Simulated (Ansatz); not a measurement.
The starting structures come from a database of crystals and need not be the phases stable at ambient conditions.

By PBEsol, the system below comes out a metal.

Given:

```xyz
2
Lattice="2.7607 0.0000 0.0000 -1.3803 2.3908 0.0000 0.0000 0.0000 4.7921" Properties=species:S:1:pos:R:3 pbc="T T T"
Pt     1.3803     0.7969     3.5941
Pt     0.0000     1.5939     1.1980
```

Space group of this cell: P6_3/mmc, hcp (Mg type). The cell is taken as given; by PBEsol its mean pressure is -10.8 GPa.

Computed with PBEsol (plane waves, PAW; Ansatz, a quantum-chemistry and plane-wave program).

The current runs along the normal of the first two printed vectors; no spin-orbit coupling. Scaled by the factor s: the length along the current (ions clamped). Meshes 24×24×12 and 42×42 across the current in all rows.

| s | mean pressure (GPa) | ballistic conductance per area (both spins) (× 10¹⁵ S/m²) |
|---|---|---|
| 0.97 | -3.9 | 1.81 |
| 1.00 | -10.8 | 1.65 |
| 1.03 | -16.0 | ? |

Take the slope of the ballistic conductance per area (both spins) against ln s from the two given rows, extrapolate to s = 1.03, and say what the run there gives.

Slope = (1.81 − 1.65) / ln 0.97 = -5.25 × 10¹⁵ S/m². The line gives 1.65 + (-5.25) × ln 1.03 = 1.49 × 10¹⁵ S/m². The run gives 1.51 × 10¹⁵ S/m², 0.02 × 10¹⁵ S/m² over the line, 10 % of the predicted step.
